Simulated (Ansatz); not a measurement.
For AlP (model structure, Pm-3m, No. 221, 2 atoms in the cell), LDA in Ansatz (plane waves, PAW) gives:

| Item | Value |
|---|---|
| equilibrium lattice constant a | 3.074 Å |
| bulk modulus | 103 GPa |
| cohesive energy | 4.16 eV/atom |

Problem. What does PBEsol (Ansatz, an electronic-structure program, PAW) give for the same quantities?

Solution. 
- lattice constant a: 3.091 Å (grows by 0.6 %)
- bulk modulus: 101 GPa (is nearly the same)
- cohesive energy: 3.81 eV/atom (decreases by 0.35 eV/atom)

Changes are worked out from the printed values.

Unless a cell is named, each level is at its own relaxed cell (LDA 14.52, PBEsol 14.77 Å³/atom).

Caveats: the bulk modulus is −V dP/dV from two relaxed cells at ±2 % in volume (LDA, PBEsol). Ansatz's density-functional and Hartree–Fock values are scalar-relativistic unless marked +SOC, with PAW data made under PBE.

A model structure was made by putting elements into a prototype or built by hand; it is no filed structure, need not be a known phase, and can be a saddle point held by its symmetry.
